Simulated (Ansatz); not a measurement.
Pressure series in CrI3

Start from CrI$_{3}$ in the BiI3 type structure (space group R-3, No. 148; a = 6.656 Å, c = 18.623 Å (hexagonal axes); ferromagnetic; layered, stacked along the Cartesian z axis).

Cell and atoms are relaxed at each pressure.

Level of theory: PBEsol-D3(BJ), PAW, 420 eV (Ansatz, a program for electronic structure; no spin-orbit coupling).

| change | band gap | c/a ratio | volume per atom | width of the top valence band |
|---|---|---|---|---|
| base | 0.94 eV | 2.798 | 29.77 Å³ | 0.92 eV |
| pressure 0.3 GPa | 0.92 eV | 2.792 | 29.42 Å³ | 0.94 eV |
| pressure 0.7 GPa | 0.88 eV | 2.784 | 29.01 Å³ | 0.99 eV |
| pressure 1.5 GPa | 0.81 eV | 2.773 | 28.29 Å³ | 1.08 eV |
| pressure 3 GPa | 0.69 eV | 2.761 | 27.22 Å³ | 1.22 eV |
| pressure 5 GPa | … | … | … | … |

Question: Fill in the withheld entries from the trend.

Answer: 
- pressure 5 GPa, band gap: 0.58 eV
- pressure 5 GPa, c/a ratio: 2.752
- pressure 5 GPa, volume per atom: 26.14 Å³
- pressure 5 GPa, width of the top valence band: 1.37 eV

Other magnetic orders, which the real material may have, were not ruled out. With I present, leaving out spin-orbit coupling can change the band edges. Load acts through the strain it causes; cell and atoms are relaxed under it. Whether these cells are dynamically stable was not tested. No other phases were tried under pressure. Where the two band edges lie in opposite spin channels, the gap is a spin-flip gap. The D3 term's C6 switches between coordination references near this geometry, which can add small steps to energies.
